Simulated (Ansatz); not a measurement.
# Cr2CuSe4 in the spinel structure (space group Fd-3m, No. 227; ferromagnetic)

```cif
data_Cr4Cu2Se8
_chemical_formula_sum 'Cr4 Cu2 Se8'
_space_group_name_H-M_alt 'P 1'
_space_group_IT_number 1
_cell_length_a 7.22338
_cell_length_b 7.22338
_cell_length_c 7.22338
_cell_angle_alpha 60.000
_cell_angle_beta 60.000
_cell_angle_gamma 60.000
loop_
_space_group_symop_operation_xyz
  'x, y, z'
loop_
_atom_site_label
_atom_site_type_symbol
_atom_site_fract_x
_atom_site_fract_y
_atom_site_fract_z
_atom_site_occupancy
Cr1 Cr 0.62500 0.62500 0.62500 1
Cr2 Cr 0.12500 0.62500 0.62500 1
Cr3 Cr 0.62500 0.62500 0.12500 1
Cr4 Cr 0.62500 0.12500 0.62500 1
Cu1 Cu 0.00000 0.00000 0.00000 1
Cu2 Cu 0.25000 0.25000 0.25000 1
Se1 Se 0.38225 0.38225 0.38225 1
Se2 Se 0.39675 0.86775 0.86775 1
Se3 Se 0.38225 0.38225 0.85325 1
Se4 Se 0.86775 0.39675 0.86775 1
Se5 Se 0.85325 0.38225 0.38225 1
Se6 Se 0.86775 0.86775 0.86775 1
Se7 Se 0.38225 0.85325 0.38225 1
Se8 Se 0.86775 0.86775 0.39675 1
```

The values are results of Kohn–Sham DFT with the PBEsol functional, run in Ansatz (a program for electronic structure) with PAW and 420 eV plane waves, no spin-orbit coupling, not measurements. k-mesh 7×7×7 (Γ-centred); smearing 0.05 eV (Fermi–Dirac).

```yaml
volume_per_atom: 19.04 Å³
density: 6.02 g/cm³
band_gap: zero
magnetic_state: ferromagnetic
total_energy: -4998.158 eV/atom (σ→0; compares only within this code and set-up)
```

Other magnetic orders, which the real material may have, were not ruled out. No phonon test of stability was made.
